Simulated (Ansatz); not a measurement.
# PBE against PBEsol: hypothetical Pm-3n GaN, pressure 0.7 GPa

The parent structure is GaN (space group Pm-3n, No. 223; a = 5.5714 Å; a hypothetical phase, not in the database extracts checked).

(Cell as relaxed with PBE.)

Levels (all Ansatz, a quantum-chemistry and plane-wave program, PAW): PBE (420 eV, spin-orbit coupling left out); PBEsol (420 eV, no spin-orbit coupling).

Each level relaxes its own structure.

| base | PBE | PBEsol |
|---|---|---|
| volume per atom | 14.41 Å³ | 13.96 Å³ |
| lattice parameter a | 10.528 bohr | 10.418 bohr |
| band gap | 1.50 eV | 1.56 eV |

It is then changed as follows: a hydrostatic pressure of 0.7 GPa.

```tsv
quantity	PBE	PBEsol
band gap	1.52 eV	(withheld)
electron mass	0.19 mₑ (at Γ)	(withheld)
shortest interatomic distance	3.716 bohr	(withheld)
shift of the gap caused by the change	+0.02 eV	(withheld)
gap character	direct at Γ	(withheld)
```

Question: Given the PBE results, estimate those of PBEsol.

Answer: 
- band gap, PBEsol: 1.58 eV
- electron mass, PBEsol: 0.20 mₑ (at Γ)
- shortest interatomic distance, PBEsol: 3.678 bohr
- shift of the gap caused by the change, PBEsol: +0.02 eV
- gap character, PBEsol: direct at Γ

PBE's band gap lies 0.06 eV below PBEsol's; PBE's shortest interatomic distance lies 0.038 bohr above PBEsol's (1.0 %); the two agree on the shift of the gap caused by the change and gap character. Neither level is exact; PBEsol is the comparison here, not a measurement.

Load acts through the strain it causes; cell and atoms are relaxed under it. Masses are band curvatures over ±0.01 Å⁻¹ around the edge. No phonon test of stability was made.
